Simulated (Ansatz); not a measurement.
## Carrier properties of RbLuSe2 (R-3m)

Input:

```
CELL_PARAMETERS angstrom
      2.04613     1.18133     7.84583
     -2.04613     1.18133     7.84583
      0.00000    -2.36267     7.84583
ATOMIC_POSITIONS crystal
  Rb 0.00000 0.00000 0.00000
  Lu 0.50000 0.50000 0.50000
  Se 0.23142 0.23142 0.23142
  Se 0.76858 0.76858 0.76858
```

These are PBEsol, rigid bands (plane waves, PAW, scalar-relativistic; Ansatz, an electronic-structure program) values and carry that method's errors. Geometry: cell and atoms relaxed with PBEsol.

| Quantity | Result |
|---|---|
| band gap | 1.76 eV |
| electron conductivity mass (300 K, dilute) | 0.42 (x), 0.42 (y), 0.66 (z) mₑ |
| effective density of states N_c (300 K) | 3.6e19 cm⁻³ |
| density-of-states mass, electrons | 1.27 mₑ |
| Seebeck coefficient, n-type 1e19 cm⁻³, 300 K | -327 μV/K |
| best n-type power factor at 300 K for τ = 10 fs (best axis; densities from 1e16 to 1e21 cm⁻³ tried, whether or not they can be reached) | 14.6 μW/(cm·K²) at 1e20 cm⁻³ |

Rigid bands; masses and Seebeck coefficients take one relaxation time τ for all states and one kind of carrier; polarons and phonon drag are left out. Spin-orbit coupling is left out.

Formula and space group known from diffraction (Crystallography Open Database), not checked to be the room-temperature form: RbLuSe2 (R-3m).
